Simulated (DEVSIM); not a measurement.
Device: Al/SiO2/p-Si capacitor, at 300 K.

```
layer (left to right)  material  thickness (nm)  Na (cm⁻³)
---------------------  --------  --------------  ---------
1                          SiO2            40.0          -
2                            Si            2100     7.7e16
```

Metal gate on the left, work function 4.1 eV. Fixed charge at the semiconductor interface 0 cm⁻² (in units of +e); interface traps 4.7e11 cm⁻² eV⁻¹, uniform in energy, neutral level at 0.3 of the gap above the valence band.

This is a model device: material constants are rounded textbook-type values typed into the input, and sizes, dopings and lifetimes were drawn at random. Values at 300 K.

```
parameter      SiO2       Si
-------------  ----  -------
gap (eV)          9    1.124
affinity (eV)   0.9     4.05
permittivity    3.9     11.7
Nc (cm⁻³)         -  2.86e19
Nv (cm⁻³)         -   3.1e19
```

Simulated with DEVSIM: 1D Poisson equation in equilibrium, Boltzmann statistics, complete ionisation; no quantum confinement or tunnelling. Metal contacts follow the ideal Schottky-Mott rule: no Fermi-level pinning, no interface dipoles.

Problem. Tabulate band edges, carrier densities and field at 6.0 V on the gate.

Solution. Energies count from the Fermi level of the right contact; mesh points crowd at the junctions.

| x (μm) | Ec (eV) | Ev (eV) | n (cm⁻³) | p (cm⁻³) | field (V/cm) |
|---|---|---|---|---|---|
| 0.000 | -2.800 | -11.800 | < 1e2 | < 1e2 | 1500000 |
| 0.001505 | -2.576 | -11.576 | < 1e2 | < 1e2 | 1500000 |
| 0.005045 | -2.049 | -11.049 | < 1e2 | < 1e2 | 1500000 |
| 0.01270 | -0.908 | -9.908 | < 1e2 | < 1e2 | 1500000 |
| 0.03002 | 1.671 | -7.329 | < 1e2 | < 1e2 | 1500000 |
| 0.03618 | 2.589 | -6.411 | < 1e2 | < 1e2 | 1500000 |
| 0.03903 | 3.013 | -5.987 | < 1e2 | < 1e2 | 1500000 |
| 0.04077 | 0.035 | -1.089 | 7.5e18 | < 1e2 | 290000 |
| 0.04334 | 0.088 | -1.036 | 9.5e17 | 120 | 170000 |
| 0.04933 | 0.175 | -0.949 | 3.2e16 | 3600 | 140000 |
| 0.06415 | 0.363 | -0.761 | 2.3e13 | 5100000 | 120000 |
| 0.1189 | 0.828 | -0.296 | 350000 | 3.3e14 | 52000 |
| 0.2255 | 0.969 | -0.155 | 1500 | 7.6e16 | 170 |
| 0.4740 | 0.969 | -0.155 | 1500 | 7.7e16 | ≈ 0 |
| 1.312 | 0.969 | -0.155 | 1500 | 7.7e16 | ≈ 0 |
| 1.797 | 0.969 | -0.155 | 1500 | 7.7e16 | ≈ 0 |
| 1.994 | 0.969 | -0.155 | 1500 | 7.7e16 | ≈ 0 |
| 2.080 | 0.969 | -0.155 | 1500 | 7.7e16 | ≈ 0 |
| 2.121 | 0.969 | -0.155 | 1500 | 7.7e16 | ≈ 0 |
| 2.133 | 0.969 | -0.155 | 1500 | 7.7e16 | ≈ 0 |
| 2.138 | 0.969 | -0.155 | 1500 | 7.7e16 | ≈ 0 |
| 2.140 | 0.969 | -0.155 | 1500 | 7.7e16 | ≈ 0 |
